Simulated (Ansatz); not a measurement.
## Input and output of a self-consistent single point for Al₃Sc (Pm-3m, 4 atoms in the cell) (Ansatz)

Method of the run: PBE (plane waves, PAW; Ansatz, a first-principles code).

Input:

Ansatz 0.2 input:
```yaml
crystal:
  lattice:
    - [4.078270, 0.000000, 0.000000]
    - [0.000000, 4.078270, 0.000000]
    - [0.000000, 0.000000, 4.078270]
  atoms:
    - { symbol: Sc, position: [0.000000, 0.000000, 0.000000] }
    - { symbol: Al, position: [0.000000, 0.500000, 0.500000] }
    - { symbol: Al, position: [0.500000, 0.000000, 0.500000] }
    - { symbol: Al, position: [0.500000, 0.500000, 0.000000] }
basis:
  ecutwfc: 420.0
kpoints:
  mp_grid:
    grid: [8, 8, 8]
hamiltonian:
  xc: pbe
  pseudopotentials:
    kind: paw
scf:
  occupations:
    method: gaussian
    width: 0.272
output:
  forces: true
  eigenvalues: true
  stress: true
```

Output, abridged:

```
WARN ansatz: RAYON_NUM_THREADS=1 ignored (pool sized by the plan → 1); use --threads N
Pseudopotentials: kind: paw
Pseudopotential: Sc, paw, valence charge 11
Pseudopotential: Al, paw, valence charge 3
Crystal: 4 atoms, lattice volume = 67.831 Å³
Basis set: ecut = 420 eV, 1357 PW (Γ), exchange–correlation on 60×60×60 points (8 copies of the dense FFT grid, shifted against one another)
Bands: 14, of which v1, the nominal top of the filled ones, is band 10 counted from 1 (9 counted from 0)
Symmetry: 48 space group operations
Space group: Pm-3m (ITA 221), of the structure as read, at distance tolerance 4.1e-5 Å
k-points: 35 of 512
Initial density: superposition of atomic densities (neutral atoms: chi_scale 0, normalization atom), corrected by the library's trained network
Initial wavefunctions: pseudopotential atomic-orbital guess
Eigensolver: davidson
Functional: x = pbe(κ = 0.804, μ = 0.2195149727645171), c = pbe(β = 0.06672455060314922)
SCF iter   1: F=—  HF=-3750.154586 eV  |F-HF|=—  |Δ(HF+E_count)|=         —  Δρ=2.65e-3  dr2=1.41e-2  ethr=1.77e-3  ⟨swp⟩=5.1  Hψ=2731  notcnv=0
all-band conjugate gradients solve this SCF's bands
preconditioner: auto → Kerker (q_TF=auto, 2.226 Å⁻¹)
SCF iter   2: F=—  HF=-3750.152009 eV  |F-HF|=—  |Δ(HF+E_count)|=   2.58e-3  Δρ=1.39e-3  dr2=3.06e-3  ethr=7.05e-5  ⟨swp⟩=1.0  Hψ=770  notcnv=0
SCF iter   3: F=—  HF=-3750.151261 eV  |F-HF|=—  |Δ(HF+E_count)|=   7.48e-4  Δρ=5.19e-4  dr2=4.68e-4  ethr=1.53e-5  ⟨swp⟩=2.2  Hψ=689  notcnv=0
SCF iter   4: F=—  HF=-3750.151134 eV  |F-HF|=—  |Δ(HF+E_count)|=   1.27e-4  Δρ=9.57e-5  dr2=6.73e-6  ethr=2.34e-6  ⟨swp⟩=2.0  Hψ=684  notcnv=0
SCF iter   5: F=—  HF=-3750.151167 eV  |F-HF|=—  |Δ(HF+E_count)|=   3.35e-5  Δρ=1.79e-5  dr2=1.40e-7  ethr=3.36e-8  ⟨swp⟩=2.1  Hψ=674  notcnv=0
SCF iter   6: F=-3750.151168 eV  HF=-3750.151168 eV  |F-HF|=2.66e-10  |Δ(HF+E_count)|=   4.12e-8  Δρ=2.31e-6  dr2=2.39e-9  ethr=5.00e-10  ⟨swp⟩=4.4  Hψ=1934  notcnv=0
SCF 1 converged in 6 iterations: F = -3750.151168 eV  dr2 = 2.39e-9
SCF converged after 6 iterations
Free energy (F): -3750.151168 eV
Harris-Foulkes:  -3750.151168 eV  (|F-HF|=2.66e-10)
Internal energy: -3750.102745 eV  (E = F + TS)
E sigma→0 (E₀):  -3750.126956 eV
Entropy (-TS):   -0.048423 eV (-12.106 meV/atom)
Fermi energy:    9.342419 eV
--- Per-component energies (eV) ---
  E_band       = -123.469650
  E_kinetic    = 333.803366
  E_local      = -1003.617739  (includes V_loc(G=0)·N_el)
  E_nonlocal   = 114.980709
  E_hartree    = 389.206588
  E_xc         = -225.370417
  E_vxc        = -218.529333  (∫ρ·V_xc dr)
  E_paw        = -2358.619557  (= ΣΔE_a)
  E_vpaw       = -128.520898  (= ΣTr[D̂ρ^β])
  E_aug_tail   = 0.000003  (compensation charges beyond the density's cutoff)
  E_ewald      = -1000.485697
  E_smearing   = -0.048423  (= −TS)
  E_closure    = 0.000000  (closes the sum)
  Σ components = -3750.151168   (vs F -3750.151168, Δ=0.00e0)
--- Forces (eV/Å), atoms counted from 1 ---
  atom   1  Sc    -0.00000000     0.00000000     0.00000000
   [... zero for the other atoms too ...]
  max |Σ_I F_I| component: 2.38e-31 eV/Å
--- Stress (GPa, compression-positive) ---
        1.899575       0.000000       0.000000
        0.000000       1.899575       0.000000
        0.000000       0.000000       1.899575
  P = ⅓ Tr σ = 1.8996 GPa (18.996 kbar)
  The stress holds the Pulay correction. Without it, at fixed plane waves, as pw.x and ABINIT print it: P = 1.8393 GPa
--- Band table (eV; the first three rows and the last of 35) ---
  k-point 0: bands = ["-39.6270", "-18.3318", "-18.3318", "-18.3318", "-0.7319", "6.6978", "6.6978", "7.5090", "7.5090", "7.5090", "10.5814", "10.6314", "10.6314", "10.6314"]
  k-point 1: bands = ["-39.6267", "-18.3367", "-18.3314", "-18.3314", "-0.5875", "5.6382", "6.8106", "7.5261", "7.5261", "8.1992", "10.5500", "10.5500", "10.6768", "11.1563"]
  k-point 2: bands = ["-39.6263", "-18.3485", "-18.3305", "-18.3305", "-0.1617", "4.1823", "7.1314", "7.5632", "7.5632", "9.0002", "10.4092", "10.4092", "10.7922", "11.7885"]
  k-point 34: bands = ["-39.6232", "-18.3560", "-18.3560", "-18.3560", "4.5187", "4.5187", "4.5187", "4.8332", "6.3608", "6.3608", "6.3608", "10.2988", "11.9604", "11.9604"]
```

The run converged in 6 iterations.

The starting cell has typed, rounded lattice constants, without a prior relaxation at this level. Its lattice was rescaled by a random factor within 2.5 % of one. Ansatz's pressure includes its estimate of the finite-basis (Pulay) stress.
